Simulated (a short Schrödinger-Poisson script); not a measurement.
Stack: MOS inversion layer, SiO2 on p-type Si(110), at 300 K.

```csv
layer,material,thickness (nm),Na (cm⁻³)
1,SiO2,2.1,-
2,Si,600,5.2e17
```

Constants are typed, rounded textbook-type inputs, not results; the design itself was drawn at random and stands for no fabricated device. SiO2: permittivity 3.9, conduction-band edge (eV) 3.15, gap (eV) 9, electron mass (mₑ) 0.5. Si: permittivity 11.7, conduction-band edge (eV) 0, gap (eV) 1.124, Nv at 300 K (cm⁻³) 3.1e19.

Channel valleys (confinement mass, in-plane density-of-states mass, number): Δ4 0.315, 0.324, 4; Δ2 0.19, 0.417, 2. At the gate the conduction-band edge of layer 1 lies 3.46 eV − eVg above the Fermi level of the channel; the field vanishes at the back. Gaps are held at their typed values at every temperature. Mesh 0.03 nm at interfaces.

Solved with a short Schrödinger-Poisson script written for these runs: 1D Poisson equation in equilibrium, electrons quantum, Hartree (BenDaniel-Duke, 12 states a valley, the channel's in-plane mass for all, wave functions free to enter the dielectric), parabolic valleys, classical holes, full ionisation, no traps, pinning or gate leakage.

The same stack at other levels of the model or other numerical settings:

| run | sheet density of all electrons at Vg = 2 V (cm⁻²) | sheet density of all electrons at Vg = 0.8 V (cm⁻²) | capacitance at Vg = 2 V (μF/cm²) | centroid of the channel electrons at Vg = 2 V (nm) | rough cost against the base |
|---|---|---|---|---|---|
| base | 1.15e13 | 1.45e12 | 1.41 | 1.45 | about 1 |
| electrons treated as classical, Boltzmann | 1.38e13 | 2.28e12 | 1.59 | 0.33 | 0.02 |
| electrons treated as classical, Fermi-Dirac | 1.32e13 | 2.21e12 | 1.51 | 0.54 | 0.1 |
| mesh six times as coarse | 1.15e13 | 1.43e12 | 1.41 | 1.47 | 0.2 |
| one subband a valley | 1.15e13 | 1.44e12 | 1.41 | 1.44 | 0.4 |

The classical rows ignore confinement, and Boltzmann statistics overrate the density once the band edge passes the Fermi level.
